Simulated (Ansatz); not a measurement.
The starting structures come from a database of crystals and need not be the phases stable at ambient conditions.

By PBEsol, the system below comes out a metal.

Here is the system:

```
Be12Ti
1.0
    4.16368     0.00000     0.00000
    0.00000     7.32451     0.00000
    2.08184    -3.66226     3.66226
Ti Be
1 12
Direct
  0.00000   0.00000   0.00000
  0.00000   0.50000   0.50000
  0.50000   0.00000   0.50000
  0.50000   0.50000   0.50000
  0.00000   0.00000   0.50000
  0.00000   0.35078   0.00000
  0.00000   0.64922   0.00000
  0.35078   0.64922   0.29844
  0.64922   0.35078   0.70156
  0.50000   0.78293   0.00000
  0.50000   0.21707   0.00000
  0.28293   0.21707   0.43414
  0.71707   0.78293   0.56586
```

Space group of this cell: I4/mmm. The cell is taken as given; by PBEsol its mean pressure is -2.0 GPa.

The current flows along the normal of the first two printed cell vectors, the (100) plane of the conventional cell. No spin-orbit coupling; the value is a mean over 0.1 eV about the Fermi level.

Question: Give the ballistic conductance per area that PBEsol run with Ansatz (an electronic-structure program) yields.

Answer: 0.50 × 10¹⁵ S/m² for both spins.
